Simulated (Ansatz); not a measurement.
## TiAl: response to strain

Base system: TiAl (space group P4/mmm, No. 123; a = 2.824 Å, c = 4.075 Å; relaxed with 0.1 eV smearing).

Strains are applied to the cell and any free atomic positions relax.

Computed with PBE in Ansatz (plane waves to 420 eV, PAW, spin-orbit coupling left out).

Notes on the quantities. energy relative to the base: free energy F.

```json
[
 {"isotropic strain (%)": "-3", "energy relative to the base (meV/atom)": "50.7"},
 {"isotropic strain (%)": "-2.5", "energy relative to the base (meV/atom)": "?"},
 {"isotropic strain (%)": "-1.5", "energy relative to the base (meV/atom)": "12.1"},
 {"isotropic strain (%)": "-1", "energy relative to the base (meV/atom)": "5.3"},
 {"isotropic strain (%)": "0", "energy relative to the base (meV/atom)": "0.0"},
 {"isotropic strain (%)": "0.5", "energy relative to the base (meV/atom)": "1.3"},
 {"isotropic strain (%)": "1", "energy relative to the base (meV/atom)": "5.0"},
 {"isotropic strain (%)": "2", "energy relative to the base (meV/atom)": "19.5"},
 {"isotropic strain (%)": "3", "energy relative to the base (meV/atom)": "42.6"}
]
```

Task: Fit ΔE = Aε² + Bε³ (ε in %) to the rows shown and predict the withheld row.

Result: Least squares on the printed values gives A = 5.18 and B = -0.15 meV/atom (largest residual 0.1 meV/atom); this predicts 34.7 meV/atom, and the run gives 34.7 meV/atom, in agreement.

Stability against distortions was not tested. The final runs are not spin-polarised.

Ansatz is a quantum-chemistry and plane-wave program.
